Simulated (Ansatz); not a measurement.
**Ti: pressure series**

Base system: Ti in the hcp (Mg type) structure (space group P6_3/mmc, No. 194).

```
CELL_PARAMETERS angstrom
      2.86438     0.00000     0.00000
     -1.43219     2.48063     0.00000
      0.00000     0.00000     4.53376
ATOMIC_POSITIONS crystal
  Ti 0.66667 0.33333 0.75000
  Ti 0.33333 0.66667 0.25000
```

Cell and atoms are relaxed at each pressure.

Calculations: LDA in Ansatz (plane waves to 420 eV, PAW, spin-orbit coupling left out).

```json
[
 {"pressure (GPa)": "-2", "volume per atom (Å³/atom)": "16.371"},
 {"pressure (GPa)": "-1", "volume per atom (Å³/atom)": "?"},
 {"pressure (GPa)": "0", "volume per atom (Å³/atom)": "16.107"},
 {"pressure (GPa)": "0.9", "volume per atom (Å³/atom)": "15.996"},
 {"pressure (GPa)": "4.5", "volume per atom (Å³/atom)": "15.576"},
 {"pressure (GPa)": "9", "volume per atom (Å³/atom)": "15.112"},
 {"pressure (GPa)": "15", "volume per atom (Å³/atom)": "14.573"},
 {"pressure (GPa)": "22.5", "volume per atom (Å³/atom)": "13.995"},
 {"pressure (GPa)": "30", "volume per atom (Å³/atom)": "13.496"}
]
```

### Question
Fit the third-order Birch–Murnaghan form P(V) = (3B₀/2)[(V₀/V)^(7/3) − (V₀/V)^(5/3)]·[1 + (3/4)(B₀′ − 4)((V₀/V)^(2/3) − 1)] (squares taken in P) to the rows shown and predict the withheld row.

### Answer
Least squares on the printed values gives V₀ = 16.108 Å³/atom, B₀ = 127 GPa, B₀′ = 3.3; this predicts 16.237 Å³/atom, and the run gives 16.237 Å³/atom, in agreement.

Load acts through the strain it causes; cell and atoms are relaxed under it. Stability against distortions was not tested. No other phases were tried under pressure. All final runs are without spin polarisation.

Ansatz is a first-principles code.
